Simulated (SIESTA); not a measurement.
Band structure of Y2Ni2Sn (Immm, 5 atoms in the cell).

```
Y2Ni2Sn
1.0
   -2.13574     2.79784     4.14642
    2.13574    -2.79784     4.14642
    2.13574     2.79784    -4.14642
Y Ni Sn
2 2 1
Direct
  0.70322   0.20322   0.50000
  0.29678   0.79678   0.50000
  0.71180   0.50000   0.21180
  0.28820   0.50000   0.78820
  0.00000   0.00000   0.00000
```

Method: GGA PBEsol, numerical atomic orbitals DZP, PseudoDojo PBEsol standard norm-conserving potentials (rewritten from UPF to PSML) (SIESTA 5.4.2).

Settings: XC.functional = GGA; XC.authors = PBEsol; potentials = PseudoDojo PBEsol standard; PAO.BasisSize = DZP; PAO.EnergyShift = 0.005 Ry; MeshCutoff = 300 Ry; kgrid.MonkhorstPack = 5 5 5; OccupationFunction = FD; ElectronicTemperature = 1578.21 K; MaxSCFIterations = 150; SCF.Mixer.Method = Pulay; SCF.Mixer.Weight = 0.2; SCF.Mixer.History = 6; SCF.DM.Tolerance = 1.0E-05.

The starting cell comes from a database of computed structures (which also holds hypothetical and non-ambient phases and stackings), without a prior relaxation at this level. Spin polarisation is off. Values carry the incompleteness of an atom-centred basis.

Levels in eV from the Fermi level, bands 33 to 38:
```json
[
 {"point": "Γ", "33": "-1.22", "34": "-1.08", "35": "-0.89", "36": "-0.23", "37": "0.14", "38": "0.18"},
 {"point": "X", "33": "-1.22", "34": "-1.18", "35": "-1.15", "36": "-0.44", "37": "0.34", "38": "0.34"},
 {"point": "L", "33": "-1.42", "34": "-1.22", "35": "-0.95", "36": "-0.57", "37": "0.39", "38": "0.91"},
 {"point": "T", "33": "-1.52", "34": "-1.37", "35": "-0.90", "36": "-0.46", "37": "-0.18", "38": "0.81"},
 {"point": "W", "33": "-1.42", "34": "-1.39", "35": "-0.90", "36": "-0.22", "37": "0.21", "38": "0.47"},
 {"point": "R", "33": "-1.25", "34": "-0.96", "35": "-0.68", "36": "-0.59", "37": "0.22", "38": "0.28"},
 {"point": "X1", "33": "-1.22", "34": "-1.18", "35": "-1.15", "36": "-0.44", "37": "0.34", "38": "0.34"},
 {"point": "Z", "33": "-1.19", "34": "-1.07", "35": "-0.09", "36": "0.06", "37": "0.94", "38": "1.40"},
 {"point": "Y", "33": "-1.59", "34": "-1.27", "35": "-0.15", "36": "0.46", "37": "0.94", "38": "1.22"},
 {"point": "S", "33": "-1.68", "34": "-0.95", "35": "-0.55", "36": "0.22", "37": "0.57", "38": "1.28"},
 {"point": "L1", "33": "-1.42", "34": "-1.22", "35": "-0.95", "36": "-0.57", "37": "0.39", "38": "0.91"},
 {"point": "Y1", "33": "-1.59", "34": "-1.27", "35": "-0.15", "36": "0.46", "37": "0.94", "38": "1.22"}
]
```

Bands cross the Fermi level along this path, so the cell is metallic at this level.

Higher empty bands are left out: an atom-centred basis made for the valence describes them poorly.
